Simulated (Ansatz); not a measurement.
## Response to strain in NaF

The reference is NaF in the rock salt structure (space group Fm-3m, No. 225; a = 4.629 Å). Axes: x, y, z lie along the cube axes.

Strains are applied to the cell and any free atomic positions relax; under biaxial strain the out-of-plane vector relaxes too.

All numbers come from DFT with PBEsol, PAW potentials and a 420 eV plane-wave cutoff in Ansatz (a first-principles code), without spin-orbit coupling.

Candidates:
(a) biaxial strain +1.50 %, plane normal [001], relaxed out of plane
(b) biaxial strain +3.00 %, plane normal [001], relaxed out of plane
(c) biaxial strain +1.00 %, plane normal [001], relaxed out of plane
(d) biaxial strain +2.50 %, plane normal [001], relaxed out of plane
(e) biaxial strain +0.50 %, plane normal [001], relaxed out of plane

For the base:

| Item | Result |
|---|---|
| Band gap | 6.20 eV |

**Question.** Order them by band gap, lowest first.

**Answer.** (b) biaxial strain +3.00 %, plane normal [001], relaxed out of plane (5.96 eV), (d) biaxial strain +2.50 %, plane normal [001], relaxed out of plane (6.00 eV), (a) biaxial strain +1.50 %, plane normal [001], relaxed out of plane (6.08 eV), (c) biaxial strain +1.00 %, plane normal [001], relaxed out of plane (6.12 eV), (e) biaxial strain +0.50 %, plane normal [001], relaxed out of plane (6.16 eV)

Stability against distortions was not tested.
